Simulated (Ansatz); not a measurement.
The starting structures come from a database of crystals and need not be the phases stable at ambient conditions.

The decay constant κ of evanescent states in the gap governs leakage through a thin film.

Data:

```
CELL_PARAMETERS angstrom
      7.31950     0.00000     0.00000
      0.67986     7.28785     0.00000
      2.89307     2.63575     2.42050
ATOMIC_POSITIONS crystal
  K  0.66667 0.33333 0.71692
  K  0.33333 0.66667 0.28308
  Pd 0.00000 0.00000 0.00000
  F  0.16358 0.83642 0.77271
  F  0.83642 0.16358 0.22729
  F  0.16358 0.32716 0.28197
  F  0.83642 0.67284 0.71803
  F  0.67284 0.83642 0.26345
  F  0.32716 0.16358 0.73655
```

Space group of this cell: P-3m1. The cell is taken as given.

Transport runs along the normal of the first two printed cell vectors, the (111) plane of the conventional cell.

The gap is the functional's own. No spin-orbit coupling. Mid-gap values are interpolated on the energy grid.

Problem. Give the band gap and the smallest decay constant κ at mid-gap that r2SCAN (Ansatz, a quantum-chemistry and plane-wave program) yields.

Solution. Gap 2.58 eV on a 12×12×12 mesh; κ = 0.591 1/Å, at (-0.250, 0.250) of the in-plane reciprocal vectors. At the zone centre, at the nearest computed energy, the slowest state has κ = 0.60 1/Å.
